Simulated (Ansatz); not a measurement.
# How the lattice parameter a of ZnInNO (model structure, started from the AlSiCN type, P3m1, No. 156, 4 atoms in the cell) moves with the method

No measured value is used here.

| level (code) | value (Å) |
|---|---|
| LDA (Ansatz) | 3.401 |
| PBE (Ansatz) | (withheld) |
| PBEsol (Ansatz) | 3.439 |
| r²SCAN (Ansatz) | 3.449 |

Complete the blanks.


- PBE (Ansatz, a quantum-chemistry and plane-wave program), value (Å): 3.483

Cutoffs differ between the levels. Ansatz's density-functional and Hartree–Fock values are scalar-relativistic unless marked +SOC, with PAW data made under PBE.

A model structure was made by putting elements into a prototype or built by hand; it is no filed structure, need not be a known phase, and can be a saddle point held by its symmetry.
